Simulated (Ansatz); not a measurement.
# YCu, response to strain

Base system: YCu in the CsCl type structure (space group Pm-3m, No. 221; a = 3.425 Å; relaxed with 0.1 eV smearing). Axes: x, y, z lie along the cube axes.

Strains are applied to the cell and any free atomic positions relax; under biaxial strain the out-of-plane vector relaxes too.

Method: Ansatz (a first-principles code), PBEsol, PAW, cutoff 420 eV, no spin-orbit coupling.

Candidates:
(a) uniaxial strain ε_zz = +2.67 %
(b) biaxial strain −2.51 %, plane normal [110], relaxed out of plane
(c) isotropic strain −4.85 %
(d) uniaxial strain ε_zz = +0.88 %

Notes on the quantities. energy relative to the base: free energy F.

### Question
Order them by energy relative to the base, highest first.

### Answer
(c) isotropic strain −4.85 % (+121 meV/atom), (b) biaxial strain −2.51 %, plane normal [110], relaxed out of plane (+12 meV/atom), (a) uniaxial strain ε_zz = +2.67 % (+5.4 meV/atom), (d) uniaxial strain ε_zz = +0.88 % (+0.6 meV/atom)

No phonon test of stability was made. All final runs are without spin polarisation.
